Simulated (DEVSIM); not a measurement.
Structure: Pt/Si3N4/p-Ge capacitor, at 300 K.

Layer 1 from the left is Si3N4, thickness (nm) 3.00. Layer 2 from the left is Ge, thickness (nm) 650, Na (cm⁻³) 8.4e17.

Metal gate on the left, work function 5.6 eV. Fixed charge at the semiconductor interface 1.1e11 cm⁻² (in units of +e); no interface traps.

This is a model device: material constants are rounded textbook-type values typed into the input, and sizes, dopings and lifetimes were drawn at random. Values at 300 K.

Si3N4: gap (eV) 5.1, affinity (eV) 2.1, permittivity 7.5. Ge: gap (eV) 0.664, affinity (eV) 4, permittivity 16, Nc (cm⁻³) 1.04e19, Nv (cm⁻³) 6e18.

Task: Estimate by hand the flat-band voltage, the threshold voltage, and compare with a numerical solution.

Result: 
- Flat-band voltage: C = 2.21 μF/cm², work-function difference 0.987 V; VFB = φms − qNf/C = 0.98 V; numerical 0.98 V.
- Threshold voltage: φF = 0.274 V, depletion charge √(4εqNφF) = 4.57e-7 C/cm²; VT = VFB + 2φF + Qd/C = 1.73 V; numerical 1.73 V.

Simulated with DEVSIM: 1D Poisson equation in equilibrium, Boltzmann statistics, complete ionisation; no quantum confinement or tunnelling. Metal contacts follow the ideal Schottky-Mott rule: no Fermi-level pinning, no interface dipoles.
